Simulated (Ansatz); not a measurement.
By PBEsol, the system below comes out a metal.

Here is the system:

```xyz
1
Lattice="2.7451 0.0000 0.0000 0.0000 2.7451 0.0000 1.3725 -1.3725 1.9410" Properties=species:S:1:pos:R:3 pbc="T T T"
Rh     0.0000     0.0000     0.0000
```

The cell is strained (all lengths scaled by 1.02); by PBEsol it stands under a pressure of -19.2 GPa.

The current flows along the normal of the first two printed cell vectors, the (001) plane of the conventional cell. No spin-orbit coupling; the value is a mean over 0.1 eV about the Fermi level.

**Question.** Estimate the ballistic conductance per area that Ansatz (a first-principles code) with PBEsol returns for this system.

**Answer.** 2.3 × 10¹⁵ S/m² for both spins.
